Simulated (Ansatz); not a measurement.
Take Zr in the hcp (Mg type) structure (space group P6_3/mmc, No. 194; relaxed with 0.1 eV smearing) as the base.

```
CELL_PARAMETERS angstrom
      3.18294     0.00000     0.00000
     -1.59147     2.75651     0.00000
      0.00000     0.00000     5.12410
ATOMIC_POSITIONS crystal
  Zr 0.33333 0.66667 0.75000
  Zr 0.66667 0.33333 0.25000
```

Cartesian axes are those of the cell as printed.

Method: PBEsol, PAW, 420 eV (Ansatz, an electronic-structure program; no spin-orbit coupling), earlier PAW set.

Before the change:

The shortest interatomic distance is 3.153 Å.

Modification: uniaxial stress, 2 GPa compression along x; all other stress components relax to zero.

Problem. Predict the new shortest interatomic distance.

Solution. The shortest interatomic distance decreases by 0.044 Å to 3.109 Å.

Problem. What happens to the secant Young's modulus along x?

Solution. The secant Young's modulus along x amounts to 86 GPa.

Load acts through the strain it causes; cell and atoms are relaxed under it. Beyond what the load breaks, stability against distortions was not tested. All final runs are without spin polarisation.
